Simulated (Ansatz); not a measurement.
The starting structures come from a database of crystals and need not be the phases stable at ambient conditions.

Here is the system:

```yaml
crystal:
  lattice:
    - [4.85861, 0.00000, 0.00000]
    - [0.00000, 5.50411, 0.00000]
    - [0.00000, 2.75205, 4.44485]
  atoms:
    - { symbol: Si, position: [0.27070, 0.67242, 0.35426] }
    - { symbol: Si, position: [0.77070, 0.32758, 0.64574] }
    - { symbol: Si, position: [0.27070, 0.02668, 0.64574] }
    - { symbol: Si, position: [0.77070, 0.97332, 0.35426] }
    - { symbol: N, position: [0.61502, 0.65712, 0.43852] }
    - { symbol: N, position: [0.11502, 0.34288, 0.56148] }
    - { symbol: N, position: [0.61502, 0.09564, 0.56148] }
    - { symbol: N, position: [0.11502, 0.90436, 0.43852] }
    - { symbol: O, position: [0.22129, 0.79128, 0.00000] }
    - { symbol: O, position: [0.72129, 0.20872, 0.00000] }
```

Space group of this cell: Cmc2_1. The cell is taken as given; by PBEsol its mean pressure is 2.2 GPa.

Transport runs along the normal of the first two printed cell vectors.

The gap is the functional's own. No spin-orbit coupling. Mid-gap values are interpolated on the energy grid.

**Question.** Predict the band gap and the smallest decay constant κ at mid-gap from PBEsol (Ansatz, a quantum-chemistry and plane-wave program).

**Answer.** Gap 4.99 eV on a 6×8×8 mesh; κ = 0.414 1/Å, at the zone centre.
